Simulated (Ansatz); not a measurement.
LaFeAsO under a change: pressure −1 GPa

The parent structure is LaFeAsO (space group P4/nmm, No. 129; a = 3.966 Å, c = 8.478 Å; non-magnetic).

Now apply this change: a negative pressure, −1 GPa.

Calculations: PBEsol (Ansatz, a program for electronic structure, PAW, no SOC). Settings: 12×12×6 k-points, 0.05 eV Fermi–Dirac smearing.

The volume per atom grows by 0.17 Å³ (16.67 Å³ → 16.84 Å³) and the density falls by 0.07 g/cm³, from 7.11 g/cm³ to 7.04 g/cm³. The lattice parameter a grows by 0.009 Å (3.966 Å → 3.975 Å) and the c/a ratio goes up by 0.0078 to 2.145. The shortest interatomic distance rises by 0.004 Å to 2.311 Å and the enthalpy H = E + PV relative to the base's energy comes out as -0.10 eV/atom. The band gap remains zero.

Cost of the whole job for the changed cell (relaxation, final SCF and bands): about 6 core-minutes (a rough figure).

Load acts through the strain it causes; cell and atoms are relaxed under it. No phonon test of stability was made. Starting moments died away, wholly or in part, for the base; another magnetic solution may exist. No Hubbard U is applied and the magnetic state is the run's own (LaFeAsO not spin-polarised; LaFeAsO non-magnetic); other magnetic orders, which need larger cells, were not tried and can change the gap. All final runs are without spin polarisation.
